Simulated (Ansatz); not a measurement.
The parent structure is ZrC in the rock salt structure (space group Fm-3m, No. 225; a = 4.6691 Å; relaxed with 0.1 eV smearing). Axes: x, y, z lie along the cube axes.

Level of theory: plane-wave PAW DFT at the PBEsol level (Ansatz, a quantum-chemistry and plane-wave program, 420 eV), no spin-orbit coupling.

Strains are applied to the cell and any free atomic positions relax; under biaxial strain the out-of-plane vector relaxes too; under stress the whole cell relaxes.

One change was made to it. Results:

| quantity | base | after |
|---|---|---|
| energy relative to the base (free energy F) | 0 meV/atom | +0.1 meV/atom |
| shortest interatomic distance | 4.412 bohr | 4.410 bohr |

Task: What was done to the base?
A) biaxial strain +0.67 %, plane normal [110], relaxed out of plane
B) isotropic strain +0.56 %
C) uniaxial stress, 1 GPa tension along x
D) strain tensor (xx, yy, zz, yz, xz, xy) = (+0.29, −1.17, −0.49, +1.21, −0.34, −0.93) %
E) uniaxial strain ε_zz = −4.57 %

Result: C, uniaxial stress, 1 GPa tension along x. For comparison, the energy relative to the base in the other runs: biaxial strain +0.67 %, plane normal [110], relaxed out of plane gives +1.8 meV/atom; uniaxial strain ε_zz = −4.57 % gives +48 meV/atom; strain tensor (xx, yy, zz, yz, xz, xy) = (+0.29, −1.17, −0.49, +1.21, −0.34, −0.93) % gives +9.8 meV/atom; isotropic strain +0.56 % gives +2.6 meV/atom.

A biaxial case was relaxed in a doubled cell and then solved in the primitive one. Stability under load was not tested beyond the relaxation. All final runs are without spin polarisation.
